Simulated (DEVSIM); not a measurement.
Structure: TaN/SiON/p-Si capacitor, at 300 K.

| layer (left to right) | material | thickness (nm) | Na (cm⁻³) |
|---|---|---|---|
| 1 | SiON | 13.0 | - |
| 2 | Si | 12000 | 2.3e15 |

Metal gate on the left, work function 4.4 eV. Fixed charge at the semiconductor interface 1.3e11 cm⁻² (in units of +e); no interface traps.

The device is made up for the run: typed textbook-type constants, with dimensions and the other settings drawn at random. Values at 300 K.

```
parameter      SiON       Si
-------------  ----  -------
gap (eV)          7    1.124
affinity (eV)   1.4     4.05
permittivity    5.5     11.7
Nc (cm⁻³)         -  2.86e19
Nv (cm⁻³)         -   3.1e19
```

Simulated with DEVSIM: 1D Poisson equation in equilibrium, Boltzmann statistics, complete ionisation; no quantum confinement or tunnelling. Metal contacts follow the ideal Schottky-Mott rule: no Fermi-level pinning, no interface dipoles.

Q: Tabulate band edges, carrier densities and field at -0.1 V on the gate.

A: Energies count from the Fermi level of the right contact; mesh points crowd at the junctions.

| x (μm) | Ec (eV) | Ev (eV) | n (cm⁻³) | p (cm⁻³) | field (V/cm) |
|---|---|---|---|---|---|
| 0.000 | 3.100 | -3.900 | < 1e2 | < 1e2 | -6400 |
| 0.001585 | 3.099 | -3.901 | < 1e2 | < 1e2 | -6400 |
| 0.005115 | 3.097 | -3.903 | < 1e2 | < 1e2 | -6400 |
| 0.009872 | 3.094 | -3.906 | < 1e2 | < 1e2 | -6400 |
| 0.01279 | 3.092 | -3.908 | < 1e2 | < 1e2 | -6400 |
| 0.01429 | 0.444 | -0.680 | 1.0e12 | 1.2e8 | 17000 |
| 0.01795 | 0.450 | -0.674 | 7.9e11 | 1.5e8 | 17000 |
| 0.03324 | 0.476 | -0.648 | 2.9e11 | 4.0e8 | 16000 |
| 0.06529 | 0.526 | -0.598 | 4.1e10 | 2.8e9 | 15000 |
| 0.1499 | 0.642 | -0.482 | 4.6e8 | 2.5e11 | 12000 |
| 0.3566 | 0.820 | -0.304 | 490000 | 2.4e14 | 5000 |
| 1.220 | 0.878 | -0.246 | 51000 | 2.3e15 | ≈ 0 |
| 3.030 | 0.878 | -0.246 | 51000 | 2.3e15 | ≈ 0 |
| 7.117 | 0.878 | -0.246 | 51000 | 2.3e15 | ≈ 0 |
| 10.62 | 0.878 | -0.246 | 51000 | 2.3e15 | ≈ 0 |
| 11.46 | 0.878 | -0.246 | 51000 | 2.3e15 | ≈ 0 |
| 11.80 | 0.878 | -0.246 | 51000 | 2.3e15 | ≈ 0 |
| 11.93 | 0.878 | -0.246 | 51000 | 2.3e15 | ≈ 0 |
| 11.99 | 0.878 | -0.246 | 51000 | 2.3e15 | ≈ 0 |
| 12.00 | 0.878 | -0.246 | 51000 | 2.3e15 | ≈ 0 |
| 12.01 | 0.878 | -0.246 | 51000 | 2.3e15 | ≈ 0 |
| 12.01 | 0.878 | -0.246 | 51000 | 2.3e15 | ≈ 0 |
